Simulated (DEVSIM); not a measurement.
Device: abrupt GaAs p-n junction, at 300 K.

Layer 1 from the left is GaAs, thickness (μm) 69.0, Na (cm⁻³) 6.8e17, τn (s) 7.2e-10, τp (s) 7.2e-10. Layer 2 from the left is GaAs, thickness (μm) 29.0, Nd (cm⁻³) 3.3e14, τn (s) 7.2e-10, τp (s) 7.2e-10.

Left contact: ohmic. Right contact: ohmic. Voltage is applied to the left contact. Recombination: SRH at mid-gap. Mobility is μmin + (μ − μmin)/(1 + (N/Nref)^α).

This is a model device: material constants are rounded textbook-type values typed into the input, and sizes, dopings and lifetimes were drawn at random. Values at 300 K.

GaAs: gap (eV) 1.424, affinity (eV) 4.07, permittivity 12.9, Nc (cm⁻³) 4.7e17, Nv (cm⁻³) 9e18, μn (cm²/Vs) 8500, μp (cm²/Vs) 400, μn,min 500, μp,min 20, Nref,n 6e16, Nref,p 1.5e17, αn 0.39, αp 0.38.

Estimate by hand the built-in potential, the peak field at zero bias, the capacitance at -3 V, and compare with a numerical solution.


- Built-in potential: ni = √(Nc Nv) exp(−Eg/2kT) = 2250000 cm⁻³ with Eg = 1.424 eV; Vbi = kT/q ln(Na Nd/ni²) = 1.170 V; numerical 1.170 V.
- Peak field at zero bias: depletion approximation: W = √(2εVbi/(qN)) = 2.25 μm with N = 3.30e14 cm⁻³; field = 2Vbi/W = 10400 V/cm; numerical 43400 V/cm (estimate below by 76 %).
- Capacitance at -3 V: C = √(qεN / 2(Vbi + |V|)) = 2.69 nF/cm²; numerical 2.73 nF/cm² (estimate below by 1.3 %).

DEVSIM, 1D drift-diffusion, Boltzmann statistics, complete ionisation; no tunnelling, impact ionisation, image-force lowering or self-heating.
